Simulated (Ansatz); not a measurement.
Convergence study of the k-point mesh for HfOs (P4mm, 2 atoms in the cell)

```
CELL_PARAMETERS angstrom
      3.22725     0.00000     0.00000
      0.00000     3.22725     0.00000
      0.00000     0.00000     3.22725
ATOMIC_POSITIONS crystal
  Hf 0.00000 0.00000 0.01549
  Os 0.50000 0.50000 0.50000
```

Method of the run: PBEsol, default PAW files made with PBE (plane waves; Ansatz, a quantum-chemistry and plane-wave program).

Base settings: basis.ecutwfc = 420 eV; kpoints.mp_grid.grid = 10 10 10; hamiltonian.xc = pbesol; hamiltonian.pseudopotentials = {kind: paw} (the program's default PAW files); scf.occupations.method = gaussian; scf.occupations.width = 0.1 eV.

The second cell is the first with its lattice scaled by 0.98.

Only quantities that move along the ladder and can be compared are tabulated.

The count of work is k-points × plane waves × bands × iterations; it is no time. Core times come from one kind of shared machine, to one figure; runs under 30 s give none.

The starting cell comes from a database of computed structures (which also holds hypothetical and non-ambient phases and stackings), without a prior relaxation at this level. Its lattice was rescaled by up to half a per cent. One atom was moved a little off its site on purpose. Spin polarisation is off. Ansatz's pressure includes its estimate of the finite-basis (Pulay) stress.

```tsv
kpoints.mp_grid.grid	free energy less the last step's (meV/atom)	energy of the compressed cell less the first (meV/atom)	pressure (GPa)	largest difference of a force vector from the last step's (eV/Å)	count of work / last	core time / last (rough)
2 2 2	1336.08	66.62	3.67	0.458	0.0038	–
3 3 3	-107.68	47.57	-0.28	0.240	0.0023	–
4 4 4	85.80	48.89	0.00	0.047	0.0081	–
5 5 5	-21.83	46.53	0.13	0.100	0.0069	–
6 6 6	26.27	47.53	-0.05	0.013	0.015	–
7 7 7	-5.55	47.96	-0.16	0.027	0.018	–
8 8 8	6.90	43.57	-0.58	0.010	0.029	–
9 9 9	3.36	46.41	-0.07	0.027	0.034	–
10 10 10	0.02	41.48	-0.89	0.021	0.048	–
11 11 11	2.29	45.42	-0.38	0.008	0.048	–
12 12 12	-2.45	44.17	-0.63	0.008	0.075	–
13 13 13	1.59	44.87	-0.47	0.003	0.088	–
15 15 15	1.10	44.69	-0.46	0.001	0.11	–
18 18 18	0.00	44.66	-0.46	0.002	0.21	0.1
20 20 20	0.01	44.91	-0.46	0.001	0.28	–
22 22 22	0.19	44.75	-0.47	0.001	0.36	0.3
24 24 24	0.18	44.55	-0.48	0.000	0.45	0.3
27 27 27	-0.11	44.66	-0.48	0.000	0.57	0.3
30 30 30	-0.12	44.56	-0.51	0.001	0.84	0.5
33 33 33	0.00	44.59	-0.49	0.000	1.0	1
```

Coarsest kpoints.mp_grid.grid that holds the pressure within 0.05 GPa of the last step, with all finer ones: 13 13 13, at 0.088 of the last step's count of work; the step before is off by 0.14 GPa.

Coarsest kpoints.mp_grid.grid that holds the forces within 0.005 eV/Å of the last step, with all finer ones: 13 13 13, at 0.088 of the last step's count of work; the step before is off by 0.008 eV/Å.

Coarsest kpoints.mp_grid.grid that holds the energy of the compressed cell less the first within 0.5 meV/atom of the last step, with all finer ones: 12 12 12, at 0.075 of the last step's count of work; the step before is off by 0.83 meV/atom.

The energy difference between the two cells stays within 1 meV/atom of the last step's from 11 11 11 on, the total only from 18 18 18 on: much of the error is common to both cells and cancels.

Two neighbours can agree and both be off: 6 6 6 and 7 7 7 differ by 0.42 meV/atom in the energy of the compressed cell less the first, yet lie about 3.4 meV/atom from the last step.

Keys are those of Ansatz 0.2.
